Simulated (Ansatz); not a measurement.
Band structure of LaNi2B2C (I4/mmm, 6 atoms in the cell).

```
CELL_PARAMETERS angstrom
     -1.88921     1.88921     4.90920
      1.88921    -1.88921     4.90920
      1.88921     1.88921    -4.90920
ATOMIC_POSITIONS crystal
  La 0.00000 0.00000 0.00000
  Ni 0.75000 0.25000 0.50000
  Ni 0.25000 0.75000 0.50000
  B  0.34813 0.34813 0.00000
  B  0.65187 0.65187 0.00000
  C  0.50000 0.50000 0.00000
```

Method: LDA (PW92), PAW files made with PBE (plane waves; Ansatz, a quantum-chemistry and plane-wave program).

Settings: kpoints.mp_grid.grid = 8 8 8; hamiltonian.xc = lda; hamiltonian.pseudopotentials = {kind: paw} (the program's default PAW files); scf.occupations.method = fermi_dirac; scf.occupations.width = 0.1 eV; kpoints.band_path.npoints = 8.

The starting cell comes from a database of computed structures (which also holds hypothetical and non-ambient phases and stackings), without a prior relaxation at this level. Spin polarisation is off.

Levels in eV from the Fermi level, bands 26 to 33:
```tsv
point	26	27	28	29	30	31	32	33
Γ	-1.14	-1.13	-1.13	-0.70	-0.57	2.16	2.49	2.97
X	-1.43	-1.43	-1.39	-0.76	-0.26	1.02	2.21	2.84
Y	-1.44	-1.41	-0.99	-0.76	-0.06	1.03	2.13	2.82
S	-1.74	-1.51	-1.24	0.92	1.70	1.89	2.51	2.72
Z	-1.10	-0.70	-0.69	0.59	1.20	1.20	2.36	3.01
S1	-1.74	-1.51	-1.24	0.92	1.70	1.89	2.51	2.72
N	-1.84	-1.67	-1.35	1.05	1.70	1.97	2.59	2.89
P	-1.47	-1.43	-1.43	-0.39	-0.39	1.64	1.64	2.85
Y1	-1.44	-1.41	-0.99	-0.76	-0.06	1.03	2.13	2.82
```

Bands cross the Fermi level along this path, so the cell is metallic at this level.

Keys are those of Ansatz 0.2.
